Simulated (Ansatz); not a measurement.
**A computed series for hypothetical P-3m1 Ba3P2: element substitutions**

Consider Ba3P2 (space group P-3m1, No. 164; a hypothetical phase, not in the database extracts checked).

Space group P-3m1 (No. 164); a = b = 5.401 Å, c = 6.726 Å, α = β = 90.00°, γ = 120.00°

```tsv
atom	site	symmetry	x	y	z
P	2d	3m.	0.3333	0.6667	0.2130
Ba	1a	-3m.	0.0000	0.0000	0.0000
Ba	2d	3m.	0.6667	0.3333	0.2994
```

Each row replaces one element on all its sites; cell and atoms are relaxed.

The values are results of Kohn–Sham DFT with the PBEsol functional, run in Ansatz (a first-principles code) with PAW and 420 eV plane waves, no SOC, not measurements.

```tsv
variant	band gap	shortest interatomic distance
base	0.14 eV	3.172 Å
Ba → Ca	0.86 eV	2.805 Å
P → As	0.13 eV	3.247 Å
Ba → Cs	zero	3.349 Å
```

Whether these cells are dynamically stable was not tested. As relaxed here, Ca3P2, Ba3As2 and Cs3P2 are hypothetical phases, not in the database extracts checked. All final runs are without spin polarisation. An odd electron count without spin: Cs3P2. A zero or small gap of Ba3P2 and Ba3As2 can be the functional's error rather than a property of the material.
